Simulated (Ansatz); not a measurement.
Short convergence ladders for Hf2Ge (Fmm2, 6 atoms in the cell)

```
Hf2Ge
1.0
   -3.28040     3.28040     2.63854
    3.28040    -3.28040     2.63854
    3.28040     3.28040    -2.63854
Hf Ge
4 2
Direct
  0.34424   0.15576   0.50000
  0.65576   0.84424   0.50000
  0.16115   0.66115   0.82230
  0.84424   0.34424   0.18848
  0.25000   0.25000   0.00000
  0.75000   0.75000   0.00000
```

Base method: PBEsol, default PAW files made with PBE (plane waves; Ansatz, a first-principles code).

Base settings: basis.ecutwfc = 420 eV; kpoints.mp_grid.grid = 4 4 4; hamiltonian.xc = pbesol; hamiltonian.pseudopotentials = {kind: paw} (the program's default PAW files); scf.occupations.method = fermi_dirac; scf.occupations.width = 0.1 eV.

The count of work is k-points × plane waves × bands × iterations; it is no time. Core times come from one kind of shared machine, to one figure; runs under 30 s give none.

**The cutoff for other potential files**

Level: DFT, PBEsol, plane waves, harder PAW files (source: ansatz) made with PBE.

In this ladder: hamiltonian.pseudopotentials = {kind: paw, source: ansatz}.

The second cell is the first with its lattice scaled by 0.98.

The mesh stays at the base's, so the ladder's end is converged at best in this setting alone.

The first pressure column holds Ansatz's estimate of the finite-basis (Pulay) stress, which hides part of the cutoff error; the other is without it.

Only quantities that move along the ladder and can be compared are tabulated.

```csv
basis.ecutwfc,free energy less the last step's (meV/atom),energy of the compressed cell less the first (meV/atom),pressure (GPa),pressure without the Pulay estimate (GPa),largest difference of a force vector from the last step's (eV/Å),count of work / last,core time / last (rough)
370 eV,5532.98,1.06,-0.85,-191.33,0.045,0.098,–
450 eV,1384.65,14.95,-0.96,-65.94,0.012,0.13,–
575 eV,97.14,24.37,-1.00,-8.72,0.003,0.21,–
695 eV,3.29,24.05,-1.01,-1.40,0.000,0.27,–
820 eV,0.68,24.05,-1.02,-1.02,0.000,0.35,0.4
985 eV,0.41,24.04,-1.02,-1.03,0.000,0.47,0.7
1230 eV,0.23,24.04,-1.02,-1.02,0.000,0.65,0.8
1640 eV,0.00,24.04,-1.02,-1.02,0.000,1.0,1
```

Coarsest basis.ecutwfc that holds the energy of the compressed cell less the first within 2 meV/atom of the last step, with all finer ones: 575 eV, at 0.21 of the last step's count of work; the step before is off by 9.1 meV/atom.

Coarsest basis.ecutwfc that holds the pressure without the Pulay estimate within 0.2 GPa of the last step, with all finer ones: 820 eV, at 0.35 of the last step's count of work and about 0.4 of the last step's time; the step before is off by 0.38 GPa.

Coarsest basis.ecutwfc that holds the forces within 0.02 eV/Å of the last step, with all finer ones: 450 eV, at 0.13 of the last step's count of work; the step before is off by 0.045 eV/Å.

The energy difference between the two cells stays within 1 meV/atom of the last step's from 575 eV on, the total only from 820 eV on: much of the error is common to both cells and cancels.

At the lowest cutoff the pressure without the Pulay estimate lies 190 GPa under the last step's, the usual sign of Pulay stress in an incomplete plane-wave basis.

**The density cutoff**

The second cell is the first with its lattice scaled by 0.98.

The mesh stays at the base's, so the ladder's end is converged at best in this setting alone.

Only quantities that move along the ladder and can be compared are tabulated.

```tsv
basis.ecutrho_ratio	free energy less the last step's (meV/atom)	energy of the compressed cell less the first (meV/atom)	pressure (GPa)
2	-9.25	23.09	-0.64
3	-0.20	23.47	-1.08
4	0.00	23.47	-1.09
5	0.00	23.47	-1.09
6	0.00	23.47	-1.09
8	0.00	23.47	-1.09
10	0.00	23.47	-1.09
12	0.00	23.47	-1.09
16	0.00	23.47	-1.09
```

Coarsest basis.ecutrho_ratio that holds the free energy within 5 meV/atom of the last step, with all finer ones: 3; the step before is off by 9.3 meV/atom.

Coarsest basis.ecutrho_ratio that holds the pressure within 0.2 GPa of the last step, with all finer ones: 3; the step before is off by 0.45 GPa.

Coarsest basis.ecutrho_ratio that holds the energy of the compressed cell less the first within 0.2 meV/atom of the last step, with all finer ones: 3; the step before is off by 0.38 meV/atom.

The energy difference between the two cells stays within 1 meV/atom of the last step's from 2 on, the total only from 3 on: much of the error is common to both cells and cancels.

**The relaxed cell against the cutoff**

On Hf2Ge (I4/mcm, 6 atoms in the cell): atoms on their sites.

In this ladder: relax = cell and atoms.

The mesh stays at the base's, so the ladder's end is converged at best in this setting alone.

Only quantities that move along the ladder and can be compared are tabulated.

| basis.ecutwfc | relaxed volume (Å³/atom) | relaxation steps | core time / last (rough) |
|---|---|---|---|
| 250 eV | 18.682 | 21 | 0.6 |
| 295 eV | 18.813 | 11 | 0.4 |
| 355 eV | 18.775 | 8 | 0.3 |
| 420 eV | 18.769 | 6 | 0.3 |
| 505 eV | 18.769 | 6 | – |
| 630 eV | 18.768 | 6 | 0.5 |
| 840 eV | 18.768 | 6 | 1 |

Coarsest basis.ecutwfc that holds the relaxed volume within 0.019 Å³/atom of the last step, with all finer ones: 355 eV, at about 0.3 of the last step's time; the step before is off by 0.045 Å³/atom.

At the lowest cutoff the cell relaxes to a volume 0.5 % smaller than at the highest. Ansatz relaxes on a stress corrected for the finite basis.

On the base run: the starting cell comes from a database of computed structures (which also holds hypothetical and non-ambient phases and stackings), without a prior relaxation at this level. Its lattice was rescaled by up to half a per cent. One atom was moved a little off its site on purpose.

Left out of this page: 1 run of the series stopped by limits of time or memory.

Keys are those of Ansatz 0.2.
